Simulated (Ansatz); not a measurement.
The starting structures come from a database of crystals and need not be the phases stable at ambient conditions.

By PBEsol, the system below comes out a metal.

Without scattering a metal conducts by its projected Fermi surface.

Here is the system:

```
AlOs
1.0
    4.23968     0.00000     0.00000
   -2.11984     3.67167     0.00000
    2.11984     1.22389     1.73084
Al Os
1 1
Direct
  0.00000   0.00000   0.00000
  0.00000   0.50000   0.50000
```

The cell is taken as given; by PBEsol it stands under a pressure of -1.3 GPa.

The current flows along the normal of the first two printed cell vectors, the (111) plane of the conventional cell. No spin-orbit coupling; the value is a mean over 0.1 eV about the Fermi level.

**Question.** Predict the ballistic conductance per area from PBEsol in Ansatz (a quantum-chemistry and plane-wave program).

**Answer.** 1.4 × 10¹⁵ S/m² for both spins.
